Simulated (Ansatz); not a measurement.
A self-consistent single point of GaN (Pm-3m, 2 atoms in the cell) with Ansatz (a first-principles code).

Level of theory: PBE, harder PAW files (source: ansatz) (plane waves; Ansatz).

```yaml
crystal:
  lattice:
    - [2.52378, 0.00000, 0.00000]
    - [0.00000, 2.52378, 0.00000]
    - [0.00000, 0.00000, 2.52378]
  atoms:
    - { symbol: Ga, position: [0.00000, 0.00000, 0.00000] }
    - { symbol: N, position: [0.50000, 0.50000, 0.50000] }
```

Reference input (self-consistent single point, DFT, PBE, plane waves, default PAW files): basis.ecutwfc = 420 eV; kpoints.mp_grid.grid = 9 9 9; kpoints.mp_grid.shift = 0.5 0.5 0.5; hamiltonian.xc = pbe; hamiltonian.pseudopotentials = {kind: paw} (the program's default PAW files); scf.occupations.method = methfessel_paxton; scf.occupations.width = 0.2 eV. This run's input differs from it in these lines:

Ansatz 0.2 input:
```diff
@@ -8,4 +8,2 @@
     - { symbol: N, position_ang: [1.261891, 1.261891, 1.261891] }
-basis:
-  ecutwfc: 420.0 eV
 kpoints:
@@ -18,2 +16,3 @@
     kind: paw
+    source: ansatz
 scf:
```

Log, with long lists cut:

```
SCF iter   1: F=—  HF=-8795.252324 eV  |F-HF|=—  |Δ(HF+E_count)|=         —  Δρ=1.07e-1  dr2=1.57e0  ethr=3.10e-3  ⟨swp⟩=5.9  Hψ=3348  notcnv=0
all-band conjugate gradients solve this SCF's bands
preconditioner: auto → none
SCF iter   2: F=—  HF=-8795.045510 eV  |F-HF|=—  |Δ(HF+E_count)|=   2.07e-1  S|Δr|=    0.00e0  Δρ=6.14e-2  dr2=5.95e-1  ethr=3.10e-3  ⟨swp⟩=2.3  Hψ=1020  notcnv=0
   [... lines left out ...]
SCF iter   7: F=—  HF=-8794.903422 eV  |F-HF|=—  |Δ(HF+E_count)|=   3.03e-5  S|Δr|=    0.00e0  Δρ=1.58e-4  dr2=3.92e-6  ethr=6.32e-7  ⟨swp⟩=1.9  Hψ=730  notcnv=0
SCF iter   8: F=—  HF=-8794.903420 eV  |F-HF|=—  |Δ(HF+E_count)|=   1.96e-6  S|Δr|=    0.00e0  Δρ=1.07e-5  dr2=9.01e-9  ethr=3.85e-10  ⟨swp⟩=4.9  Hψ=3410  notcnv=0
SCF iter   9: F=-8794.903420 eV  HF=-8794.903420 eV  |F-HF|=8.40e-10  |Δ(HF+E_count)|=  1.11e-10  S|Δr|=    0.00e0  Δρ=2.38e-6  dr2=9.76e-10  ethr=3.46e-11  ⟨swp⟩=2.1  Hψ=2086  notcnv=0
SCF 1 converged in 9 iterations: F = -8794.903420 eV  dr2 = 9.76e-10
Stability not checked (fill_not_monotonic)
Free energy (F): -8794.903420 eV
Internal energy: -8794.901763 eV  (E = F + TS)
E sigma→0 (E₀):  -8794.903006 eV
Entropy (-TS):   -0.001657 eV (-0.828 meV/atom)
Fermi energy:    19.437027 eV
--- Forces (eV/Å), atoms counted from 1 ---
  atom   1  Ga    -0.00000000     0.00000000     0.00000000
  atom   2  N      0.00000000     0.00000000     0.00000000
--- Stress (GPa, compression-positive) ---
       65.732540       0.000000      -0.000000
       -0.000000      65.732540       0.000000
        0.000000       0.000000      65.732540
  P = ⅓ Tr σ = 65.7325 GPa (657.325 kbar)
  The stress holds the Pulay correction. Without it, at fixed plane waves, as pw.x and ABINIT print it: P = 65.7245 GPa
```

The run converged in 9 iterations. Against the reference run the pressure goes from 65.55 to 65.73 GPa. The full log also holds: “WARN basis.ecutwfc = 1020 eV, the default”.

The starting cell was generated: these elements placed on a structure prototype, without a prior relaxation; it need not be a known phase or ordering of this composition. With a pressure of about 66 GPa the cell is away from its equilibrium volume at this level. Ansatz's pressure includes its estimate of the finite-basis (Pulay) stress. The run gives no clean gap (levels at the Fermi energy touch, overlap or are partly filled at this smearing), which alone does not show that the compound is a metal.
